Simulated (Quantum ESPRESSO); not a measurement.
## Equation of state of rock-salt SrO (space group 225): energy against volume (Quantum ESPRESSO, PBEsol)

```yaml
crystal:
  lattice:
    - [0.00000, 2.50509, 2.50509]
    - [2.50509, 0.00000, 2.50509]
    - [2.50509, 2.50509, 0.00000]
  atoms:
    - { symbol: Sr, position: [0.00000, 0.00000, 0.00000] }
    - { symbol: O, position: [0.50000, 0.50000, 0.50000] }
```

Level of theory: PBEsol, GBRV 1.5 ultrasoft (PBESOL) pseudopotentials (plane waves; Quantum ESPRESSO). Settings: ecutwfc = 52 Ry; ecutrho = 260 Ry; occupations = smearing; smearing = fd; degauss = 0.000734986 Ry; potentials = {Sr: sr_pbesol_v1.uspp.F.UPF, O: o_pbesol_v1.2.uspp.F.UPF}; K_POINTS = automatic 11 11 11 0 0 0; conv_thr = 1e-10 Ry; mixing_beta = 0.7. The cell above is the first row's. The rows scale it uniformly. In all rows fractional positions and the k mesh are held. E is the free energy at the stated smearing, counted from the lowest row.

| V (Å^3/atom) | E (meV/atom) |
|---|---|
| 15.721 | 23.58 |
| 16.062 | 10.68 |
| 16.404 | 3.01 |
| 16.746 | 0.00 |
| 17.088 | 1.17 |
| 17.429 | 6.05 |
| 17.771 | 14.26 |
| 18.113 | 25.45 |
| 18.455 | ? |

Taking the third-order Birch-Murnaghan form, a cubic in V^(-2/3) for E over the 8 complete rows: With u = V^(-2/3) - 0.152, the rows have u = 0.007348, 0.005085, 0.002894, 0.000777, -0.001268, -0.003240, -0.005155, -0.007009. Least squares gives E = -0.025 - 340.48·u + 476539·u² + 941919·u³. Residuals (row less fit): 0.003, -0.009, 0.006, 0.001, -0.001, 0.001, -0.005, 0.002; standard error 0.007 (degrees of freedom: 4). Its minimum lies at u = 0.000357, so V0 = (0.152357)^(-3/2) = 16.82. There d²E/du² = 955100 and d³E/du³ = 5652000, so B0 = (4/9) × 16.82^(-7/3) × 955100 × 0.160218 = 93.9 GPa (the last factor turns the table's units into GPa), and B0' = 4 + (2/3) × 0.152357 × (5652000)/955100 = 4.6. The program's pressures in the fitted runs (not shown) pass through zero at V = 16.80, 0.12 % from this V0.

Predict the withheld E at V = 18.455 from the fit, and compare with the calculation.

u = -0.008806, so E = -0.025 - 340.48 × (-0.008806) + 476539 × (-0.008806)² + 941919 × (-0.008806)³ = 39.284 meV/atom. The calculation gives 39.29 meV/atom, 0.006 meV/atom above the prediction (under 0.05 % of the range of E in the table). The row lies outside the fitted rows, so this is an extrapolation. From the scatter of the fitted rows alone, a prediction at this place has a standard error of 0.016 meV/atom, so the miss is 0.4 times that.

Carrying the step between the two nearest rows on in a straight line would have given 36.64, off by 2.65; series whose last step already gives the withheld value aren't shown. The scan was laid around a cell of about the measured size, scaled by a guess for this functional. The runs keep the symmetry of the cell, so they don't test it for distortions. Cutoffs and mesh are single choices, not tested for convergence of this quantity. Series with a scatter that would blur these digits, or in which a gap closes, are not shown. Nor are scans whose minimum lies at an end fitted in this form.
